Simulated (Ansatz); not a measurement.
By PBEsol, the system below comes out a metal.

The ballistic (Sharvin) conductance counts the channels at the Fermi level: G/A = (e²/h) × channels of both spins per area.

Data:

```xyz
2
Lattice="2.8108 0.0000 0.0000 0.0000 2.8108 0.0000 0.0000 0.0000 3.9444" Properties=species:S:1:pos:R:3 pbc="T T T"
Ti     1.4054     1.4054     1.9722
Al     0.0000     0.0000     0.0000
```

Space group of this cell: P4/mmm. The cell is strained (lengths along the current scaled by 0.97, ions clamped); by PBEsol its mean pressure is 1.5 GPa.

The current flows along the normal of the first two printed cell vectors, the (001) (indices of the unstrained crystal) plane of the conventional cell. No spin-orbit coupling; the value is a mean over 0.1 eV about the Fermi level.

Predict the ballistic conductance per area from PBEsol run with Ansatz (a quantum-chemistry and plane-wave program).

0.76 × 10¹⁵ S/m² for both spins.
